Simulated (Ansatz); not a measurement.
An Ansatz (a program for electronic structure) run: Sr3BiN with a change (uniaxial strain ε_zz = +0.28 %); PBEsol in Ansatz (plane waves to 420 eV, PAW, without spin-orbit coupling).

Input:

Ansatz 0.2 input:
```yaml
crystal:
  lattice:
    - [5.1710065294, 0, 0]
    - [0, 5.1710065294, 0]
    - [0, 0, 5.1854853477]
  atoms:
    - { symbol: Sr, position: [0.5, 0.5, 0] }
    - { symbol: Sr, position: [0, 0.5, 0.5] }
    - { symbol: Sr, position: [0.5, 0, 0.5] }
    - { symbol: Bi, position: [0, 0, 0] }
    - { symbol: N, position: [0.5, 0.5, 0.5] }
basis: { ecutwfc: 420, ecutrho_ratio: 4, xc_grid: 2, fft_grid_basis: typed }
kpoints: { mp_grid: { grid: [7, 7, 7] } }
hamiltonian:
  xc: pbesol
  dispersion: none
  pseudopotentials: { kind: paw }
scf: { occupations: { method: fermi_dirac, width: 0.05 }, convergence: { dr2_threshold: 0.0000000005 } }
relax: { f_tol: 0.005, max_steps: 50 }
output: { forces: true, stress: true }
checkpoint: { write: state.ck, write_every: 1000 }
```

Output (explanatory and most iteration lines left out):

```
Relaxation: its limit of steps is 50 (relax.max_steps)
Pseudopotential: Sr, paw, valence charge 10
Pseudopotential: Bi, paw, valence charge 15
Pseudopotential: N, paw, valence charge 5
Crystal: 5 atoms, lattice volume = 138.656 Å³
Basis set: ecut = 420 eV, 2721 PW (Γ), exchange–correlation on 72×72×72 points (8 copies of the dense FFT grid, shifted against one another)
Bands: 30, of which v1, the nominal top of the filled ones, is band 25 counted from 1 (24 counted from 0)
Symmetry: 16 space group operations
Space group: P4/mmm (ITA 123), of the structure as read, at distance tolerance 5.2e-5 Å
k-points: 40 of 343
Functional: x = pbesol(κ = 0.804, μ = 0.12345679012345678), c = pbesol(β = 0.046)
SCF iter   1: F=—  HF=-23101.887696 eV  |F-HF|=—  |Δ(HF+E_count)|=         —  Δρ=7.71e-3  dr2=1.11e-1  ethr=1.77e-3  ⟨swp⟩=9.4  Hψ=6458  notcnv=0
SCF iter   2: F=—  HF=-23101.869214 eV  |F-HF|=—  |Δ(HF+E_count)|=   1.85e-2  Δρ=2.39e-3  dr2=1.18e-2  ethr=2.21e-4  ⟨swp⟩=2.6  Hψ=2062  notcnv=0  defer=19
SCF 1 converged in 8 iterations: F = -23101.866910 eV  dr2 = 2.31e-10
relax step   1: F+E_penalty+E_count = -23101.86690968 eV  Δ(F+E_penalty+E_count) = +0.000e0 eV  max|allowed force component| = 9.900e-29 eV/Å  Δτ_max = 0.0000 Å  (8 SCF iters, accepted)
SCF converged after 8 iterations
Free energy (F): -23101.866910 eV
Internal energy: -23101.866289 eV  (E = F + TS)
E sigma→0 (E₀):  -23101.866599 eV
Entropy (-TS):   -0.000621 eV (-0.124 meV/atom)
Fermi energy:    9.119068 eV
--- Forces (eV/Å), atoms counted from 1 ---
  atom   1  Sr     0.00000000     0.00000000     0.00000000
  atom   2  Sr     0.00000000    -0.00000000     0.00000000
  atom   3  Sr    -0.00000000     0.00000000     0.00000000
  atom   4  Bi    -0.00000000    -0.00000000     0.00000000
  atom   5  N      0.00000000     0.00000000     0.00000000
--- Stress (GPa, compression-positive) ---
       -0.057088       0.000000       0.000000
        0.000000      -0.057088       0.000000
        0.000000       0.000000      -0.286282
  P = ⅓ Tr σ = -0.1335 GPa (-1.335 kbar)
--- Relaxed structure (1 steps of the walk, 1 accepted, 0 SCFs on fresh bases) ---
  atoms:
    - { symbol: Sr, position: [0.49999999999999994, 0.49999999999999994, 0.0] }
    - { symbol: Sr, position: [0.0, 0.49999999999999994, 0.49999999999999994] }
    - { symbol: Sr, position: [0.49999999999999994, 0.0, 0.49999999999999994] }
    - { symbol: Bi, position: [0.0, 0.0, 0.0] }
    - { symbol: N, position: [0.49999999999999994, 0.49999999999999994, 0.49999999999999994] }
```

With Bi present, leaving out spin-orbit coupling can change the band edges. Stability against distortions was not tested. The cell was made from Sr₃BiN in the anti-perovskite structure (space group Pm-3m, No. 221; a cell from a computed database, its experimental status unchecked) by this change: uniaxial strain ε_zz = +0.28 %.
